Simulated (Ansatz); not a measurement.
MgS: biaxial strain −2.50 %, plane normal [111], relaxed out of plane

Start from MgS in the rock salt structure (space group Fm-3m, No. 225; a = 5.129 Å). Axes: x, y, z lie along the cube axes.

Now apply this change: compressive biaxial strain of 2.50 % in the plane normal to [111], as in epitaxy on a mismatched substrate; the out-of-plane cell vector and the atoms relax.

The values are results of LDA (Ansatz, a program for electronic structure, PAW, no spin-orbit coupling), not measurements. k-mesh 11×11×11 (Γ-centred); smearing 0.05 eV (Fermi–Dirac).

The volume per atom falls by 0.603 Å³ to 16.26 Å³ and the space group becomes R-3m (No. 166) (base: Fm-3m (No. 225)). The shortest interatomic distance falls by 0.030 Å (2.565 Å → 2.535 Å) and the energy grows by 12 meV/atom. The pressure (mean of the normal stresses, compression positive) goes from zero to 3.26 GPa and the band gap shrinks by 0.10 eV, from 2.65 eV to 2.55 eV. The gap character comes out as indirect, Γ → F and the smallest direct gap grows by 0.116 eV to 3.94 eV. The valence-band top at Γ (three highest levels, from the VBM) becomes 0.00, 0.00, -0.41 eV (base: 0.00, 0.00, 0.00 eV) and the valley order (the lowest conduction-band minima on the path, energy above the VBM, named in the base's zone) changes from X along ⟨100⟩ 2.65 eV; Γ 3.83 eV to X along [010] 2.55 eV; Γ 3.94 eV. The out-of-plane strain is +1.43 % and the ratio −ε⊥/ε∥ comes out as 0.57. The mean in-plane stress (compression positive) is +4.9 GPa.

Cost of the whole job for the changed cell (relaxation, final SCF and bands): very roughly 10 core-seconds.

Whether these cells are dynamically stable was not tested. k-point labels follow each cell's own Brillouin zone.
